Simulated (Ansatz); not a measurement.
**Be2C: response to strain**

The reference is Be2C (space group Fm-3m, No. 225; a = 4.3106 Å).

Strains are applied to the cell and any free atomic positions relax.

Level of theory: PBEsol (Ansatz, an electronic-structure program), scalar-relativistic without spin-orbit coupling.

Candidates:
(a) isotropic strain +3.00 %
(b) isotropic strain +0.50 %
(c) isotropic strain −3.00 %

For the base:

```
Property   Result
--------  -------
Band gap  1.08 eV
```

Task: Order them by band gap, lowest first.

Result: (a) isotropic strain +3.00 % (1.04 eV), (b) isotropic strain +0.50 % (1.07 eV), (c) isotropic strain −3.00 % (1.12 eV)

Gaps are read on the SCF mesh and a high-symmetry path. Stability against distortions was not tested.
